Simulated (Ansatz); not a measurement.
Base system: TiS in the CsCl type structure (space group Pm-3m, No. 221; a = 3.011 Å; a hypothetical phase, not in the database extracts checked; relaxed with 0.1 eV smearing). Axes: x, y, z lie along the cube axes.

Method: PBEsol/PAW in Ansatz (a first-principles code), spin-orbit coupling left out.

Strains are applied to the cell and any free atomic positions relax; under biaxial strain the out-of-plane vector relaxes too.

One change was made to it. Results:

The shortest interatomic distance falls by 0.0387 Å to 2.569 Å; the energy increases by 3.6 meV/atom.

Task: What was done to the base?
A. strain tensor (xx, yy, zz, yz, xz, xy) = (+0.77, +0.39, +0.12, +1.16, +1.02, −0.65) %
B. strain tensor (xx, yy, zz, yz, xz, xy) = (+0.20, +0.15, −0.10, −0.34, −1.08, −0.93) %
C. uniaxial strain ε_xx = −0.61 %
D. biaxial strain −2.34 %, plane normal [111], relaxed out of plane

Result: B, strain tensor (xx, yy, zz, yz, xz, xy) = (+0.20, +0.15, −0.10, −0.34, −1.08, −0.93) %. For comparison, the energy relative to the base in the other runs: uniaxial strain ε_xx = −0.61 % gives +0.6 meV/atom; biaxial strain −2.34 %, plane normal [111], relaxed out of plane gives +15 meV/atom; strain tensor (xx, yy, zz, yz, xz, xy) = (+0.77, +0.39, +0.12, +1.16, +1.02, −0.65) % gives +5.9 meV/atom.

Stability against distortions was not tested. The final runs are not spin-polarised.
